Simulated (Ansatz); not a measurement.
**A constructed model of the (111) surface of fcc Ni, ferromagnetic, (√3x√3)R30° layer of Te, one a cell, on the site that continues the host's stacking (bottom of the slab: a bare face, its two planes held)**

The numbers are results of PBE (plane waves to 420 eV, PAW; Ansatz, a program for electronic structure), not measurements.

Model: 19-atom slab, 12.5 Å thick at the start, 10x10x1 mesh, Fermi-Dirac 0.1 eV, dipole correction, 6 atoms held, the rest relaxed; held to the start's symmetry, so lower structures may exist; spin-polarised, ending with about 10.8 μB a cell; orders that need a larger cell were not tried, no spin-orbit, no U. It is one candidate, not shown to be the stable structure of the face.

```json
{
 "work_function_of_the_top_face": "4.37 eV",
 "energy_released_by_relaxation": "0.46 eV",
 "magnetic_moment_of_the_cell": "10.84 μB",
 "cost": "about 29 core-minutes (a rough figure)"
}
```
